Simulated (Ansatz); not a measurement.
The reference is CdTe in the zinc blende structure (space group F-43m, No. 216; a = 6.5581 Å). Axes: x, y, z lie along the cube axes.

Level of theory: r2SCAN (Ansatz, a quantum-chemistry and plane-wave program; PAW; 500 eV plane waves; spin-orbit coupling left out), earlier PAW set.

For the base:

| Item | Value |
|---|---|
| Gap character | direct at Γ |
| Band gap | 1.16 eV |

Now apply this change: strain tensor (xx, yy, zz, yz, xz, xy) = (+2.51, +0.73, −0.02, +0.96, −0.27, −0.04) %, atoms relaxed at fixed cell.

### Question
Predict the new gap character.

### Answer
The gap character is still direct at Γ.

### Question
What happens to the largest internal atomic displacement?

### Answer
The largest internal atomic displacement comes out as 0.012 Å.

### Question
What does the calculation give for the band gap after the change?

### Answer
The band gap decreases by 0.18 eV (1.16 eV → 0.98 eV).

Spin-orbit coupling, missing from the scalar runs, can matter with Te. No phonon test of stability was made. Labels are those of the standard path for the cell's own space group.
